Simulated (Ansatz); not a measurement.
A computed series for In2S3: response to strain

The parent structure is In$_{2}$S$_{3}$ in the corundum structure (space group R-3c, No. 167; a = 6.574 Å, c = 17.608 Å (hexagonal axes); a cell from a computed database, its experimental status unchecked). Axes: x lies along a and z along c of the hexagonal cell.

Strains are applied to the cell and any free atomic positions relax; under biaxial strain the out-of-plane vector relaxes too.

Computed with plane-wave PAW DFT at the PBEsol level (Ansatz, a quantum-chemistry and plane-wave program, 420 eV), spin-orbit coupling left out.

Notes on the quantities. energy relative to the base: free energy F; pressure: mean of the normal stresses, compression positive.

```tsv
case	volume per atom	energy relative to the base	pressure	band gap
base	21.96 Å³	0 meV/atom	0.00 GPa	0.45 eV
biaxial strain −3.22 %, plane normal [001], relaxed out of plane	21.23 Å³	+22 meV/atom	3.43 GPa	0.57 eV
biaxial strain −0.62 %, plane normal [001], relaxed out of plane	21.82 Å³	+0.8 meV/atom	0.62 GPa	0.49 eV
isotropic strain +2.30 %	23.52 Å³	+24 meV/atom	-4.6 GPa	zero
```

A case with no gap was solved on a k-mesh chosen for an insulator, which is coarse for it. No phonon test of stability was made. All final runs are without spin polarisation. A zero or small gap of In2S3 under isotropic strain +2.30 % can be the functional's error rather than a property of the material.
